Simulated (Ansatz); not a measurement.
Results of r²SCAN-D4 (plane waves, PAW; Ansatz, an electronic-structure program) for Al2Cu (I4/mcm, No. 140).

Numerical settings: plane-wave cutoff 560 eV, 14×14×14 k mesh, Fermi–Dirac smearing 0.05 eV, no spin polarisation, scalar-relativistic PAW data made under PBE.

Shape and atoms are relaxed at each volume.

Pressure at four volumes; x = ln(V/14.225 Å³). One pressure is withheld.

```
V (Å³/atom)        x  P (GPa)
-----------  -------  -------
13.656       -0.0408     5.29
14.225        0.0000     0.00
14.509        0.0198    -2.24
14.794        0.0392        ?
```

Task: Pass a parabola P(x) through the three rows shown, estimate the bulk modulus and its pressure derivative near zero pressure, and predict the withheld pressure.

Result: Slopes between the rows: (0.00 − (5.29))/(0.0000 − (-0.0408)) = -129.66 and (-2.24 − (0.00))/(0.0198 − (0.0000)) = -113.13 GPa. Their difference over the span 0.0606 is c = 16.53/0.0606 = 272.8 GPa, so P(x) = 5.29 + (-129.66)(x − (-0.0408)) + 272.8 (x − (-0.0408))(x − (0.0000)). At the middle row B = −dP/dx = −[-129.66 + 272.8 × 0.0408] = 118.5 GPa, and B′ = dB/dP = 2c/B = 4.6. At x = 0.0392 the parabola gives -4.23 GPa; the run gives -4.23 GPa. The Birch–Murnaghan fit to the energies at all volumes has B0 = 118 GPa and B′ = 4.6.

Note: the bulk modulus comes from volumes at which shape and atoms were relaxed.
